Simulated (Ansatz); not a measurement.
**What isotropic strain −0.40 % does to PtS2**

Consider PtS2 in the CdI2 type structure (space group P-3m1, No. 164; a = 3.552 Å, c = 5.128 Å; layered, stacked along the Cartesian z axis).

Now apply this change: an isotropic linear strain of −0.40 %, atoms relaxed at fixed cell.

Level of theory: r2SCAN+rVV10/PAW in Ansatz (a quantum-chemistry and plane-wave program), without spin-orbit coupling. Γ-centred 11×11×7 mesh, Fermi–Dirac width 0.05 eV.

Volume per atom: 18.46 Å³ (base 18.68 Å³)
Space group: P-3m1 (No. 164) (base P-3m1 (No. 164))
Shortest interatomic distance: 238.6 pm (base 238.9 pm)
Energy relative to the base (free energy F): +0.6 meV/atom
Pressure (mean of the normal stresses, compression positive): 0.94 GPa (base 0.00 GPa)
Band gap: 0.78 eV (base 0.80 eV)
Gap character: indirect, Γ → k = (0, 0.273, 0.286) in the run's primitive reciprocal basis (base indirect, Γ → k = (0, 0.273, 0.286) in the run's primitive reciprocal basis)
Smallest direct gap: 1.04 eV (base 1.05 eV)
Width of the top valence band: 2.55 eV (base 2.50 eV)
Valence-band top at Γ (three highest levels, from the VBM): 0.00, -1.09, -1.09 eV (base 0.00, -1.07, -1.07 eV)

With Pt present, leaving out spin-orbit coupling can change the band edges. Stability against distortions was not tested.
